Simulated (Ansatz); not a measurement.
MgO under load (space group Immm), r2SCAN, rigid bands (Ansatz, an electronic-structure program). Condition of this run: uniaxial stress along [110] of -1 GPa (compression positive) (the target of the relaxation). Band gap 5.65 eV, N_c = 5.64e18 cm⁻³ and N_v = 1.82e20 cm⁻³ at 300 K, conductivity masses of 0.372 mₑ (electrons) and 2.25 mₑ (holes). Take k_BT = 0.02585 eV.

Question: A film of it is 3 nm thick. Estimate the confinement energies in an infinite well.

Answer: ħ²π²/(2m t²) = 0.376 eV·nm²/(m/mₑ × t²) gives 112 meV for electrons and 18.6 meV for holes, so the gap would widen to about 5.78 eV. Finite barriers and nonparabolic bands lower this, and with several valleys or bands the heaviest mass along the normal sets the lowest level, not this average.

Question: Find the intrinsic carrier density and the intrinsic Fermi level.

Answer: n_i = √(N_c N_v) exp(−E_g/2k_BT) = 3.20e19 × exp(−109.28) = 1.1e-28 cm⁻³. The level lies (k_BT/2) ln(N_v/N_c) = 45 meV from mid-gap (positive towards the conduction band). Each 0.1 eV added to the gap lowers n_i by a factor of 6.9.

Question: What thermal injection velocity √(2k_BT/πm) limits a ballistic channel?

Answer: 8.82e6 cm/s for electrons and 3.59e6 cm/s for holes, a ratio of √(m_h/m_e) = 2.46, for dilute carriers.

Rigid bands with the computed gap; masses take one relaxation time for all states. Spin-orbit coupling is left out.
